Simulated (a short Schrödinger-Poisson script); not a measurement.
System: MOS inversion layer, SiO2 on p-type Si(100), at 400 K.

| layer | material | thickness (nm) | Na (cm⁻³) |
|---|---|---|---|
| 1 | SiO2 | 1.3 | - |
| 2 | Si | 750 | 3.3e17 |

Constants are typed, rounded textbook-type inputs, not results; the design itself was drawn at random and stands for no fabricated device. SiO2: permittivity 3.9, conduction-band edge (eV) 3.15, gap (eV) 9, electron mass (mₑ) 0.5. Si: permittivity 11.7, conduction-band edge (eV) 0, gap (eV) 1.124, Nv at 300 K (cm⁻³) 3.1e19.

Channel valleys (confinement mass, in-plane density-of-states mass, number): Δ2 0.916, 0.19, 2; Δ4 0.19, 0.417, 4. At the gate the conduction-band edge of layer 1 lies 3.42 eV − eVg above the Fermi level of the channel; the field vanishes at the back. Gaps are held at their typed values at every temperature. Mesh 0.03 nm at interfaces.

From a short Schrödinger-Poisson script (our own, NumPy): 1D Poisson equation in equilibrium, electrons classical, Boltzmann, parabolic valleys, classical holes, full ionisation, no traps, pinning or gate leakage.

The same stack at other levels of the model or other numerical settings:

```
run                                          sheet density of all electrons at Vg = 1.1 V (cm⁻²)  sheet density of all electrons at Vg = 0.5 V (cm⁻²)  capacitance at Vg = 1.1 V (μF/cm²)  centroid of the channel electrons at Vg = 1.1 V (nm)  rough cost against the base
-------------------------------------------  ---------------------------------------------------  ---------------------------------------------------  ----------------------------------  ----------------------------------------------------  ---------------------------
base                                                                                     1.06e13                                              2.10e12                                2.42                                                  0.58                      about 1
electrons treated as classical, Fermi-Dirac                                              1.01e13                                              2.06e12                                2.27                                                  0.73                            5
electrons treated as quantum, Hartree                                                    8.01e12                                              1.30e12                                1.97                                                  1.70                           30
mesh six times as coarse                                                                 1.03e13                                              2.05e12                                2.36                                                  0.67                          0.6
```

The classical rows ignore confinement, and Boltzmann statistics overrate the density once the band edge passes the Fermi level.
